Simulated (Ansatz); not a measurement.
Amorphous Si$_{24}$O$_{49}$Ba, 74 atoms at 2.35 g/cm³, one PBE-relaxed geometry, zone centre. Methods: PBE, scalar-relativistic without spin-orbit coupling (Ansatz, a quantum-chemistry and plane-wave program); r2SCAN, scalar-relativistic without spin-orbit coupling (Ansatz); HSE06, scalar-relativistic without spin-orbit coupling (Ansatz). Plane waves to 420 eV (r2SCAN 500 eV); exact exchange is cut at the cell's faces. At PBE the levels at the filled edge of the gap are localised (band-tail or defect states), and the nearest spread-out levels lie 5.4 eV apart at the zone centre. All rungs ran without spin polarisation.

Preparation: random packing, a CHGNet melt and quench, and a DFT relaxation. O atoms were pushed apart under 1.9 Å during the dynamics, to hinder bonds among them. The hot cell started wider than the set density and was brought back towards it in steps. It is the lowest in DFT energy of 2 quenches. It is a model cell: composition and starting density were chosen by hand, and all elements were melted together. No dispersion term was used. Its density started from a set value of 2.35 and ended at 2.35 g/cm³. The simulated quench (nominally 400 K/ps over its main leg) is rapid and tends to freeze in more defects than a deposited or slowly cooled glass has. A cell of this size samples the disorder only roughly. The volume was held where the preparation left it and the shape relaxed, at a PBE pressure of 0.7 GPa. Stress components on the final sampling reach 0.7 GPa.

The relaxation ran on the zone centre alone. At PBE the level gap is 4.05 eV on a 2×2×2 Γ-centred mesh, and the spacing at the zone centre alone 4.04 eV.

### Question
What zone-centre spacing does r2SCAN give, roughly?

### Answer
4.65 eV (+0.61 eV against PBE).

### Question
What zone-centre spacing does HSE06 give, roughly?

### Answer
5.69 eV (+1.64 eV against PBE).

The highest filled and the lowest empty state spread over these numbers of atoms (participation numbers): PBE: 3.1 and 59.7; r2SCAN: 3.0 and 60.1; HSE06: 3.0 and 57.3.
